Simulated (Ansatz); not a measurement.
The starting structures come from a database of crystals and need not be the phases stable at ambient conditions.

Tunnelling through a barrier is set by its complex band structure: the current falls as exp(−2κd) with the smallest κ.

Input:

```
K2OsCl4O2
1.0
    6.73929     0.00000     0.00000
   -1.00919     6.66330     0.00000
    2.86505     3.33165     5.10976
K Os Cl O
2 1 4 2
Cartesian
  2.36045   6.66330   2.55488
  6.23469   3.33165   2.55488
  0.00000   0.00000   0.00000
  2.86505   3.33165   2.69295
  5.73009   6.66330   2.41681
  0.82324   5.08749   0.00000
  4.90685   1.57580   0.00000
  1.14516   1.33166   0.00000
  4.58493   5.33164   0.00000
```

Space group of this cell: I4/mmm. The cell is taken as given; by PBEsol its mean pressure is -2.3 GPa.

Transport runs along the normal of the first two printed cell vectors, the (110) plane of the conventional cell.

The gap is the functional's own, uncorrected, and κ follows it; spin-orbit coupling is left out. Mid-gap values are interpolated between the computed energies.

Give the band gap and the smallest decay constant κ at mid-gap that PBEsol (Ansatz, an electronic-structure program) yields.

Gap 1.66 eV on a 6×6×6 mesh; κ = 0.376 1/Å, at (0.500, 0.500) of the in-plane reciprocal vectors. At the zone centre, at the nearest computed energy, the slowest state has κ = 0.40 1/Å.
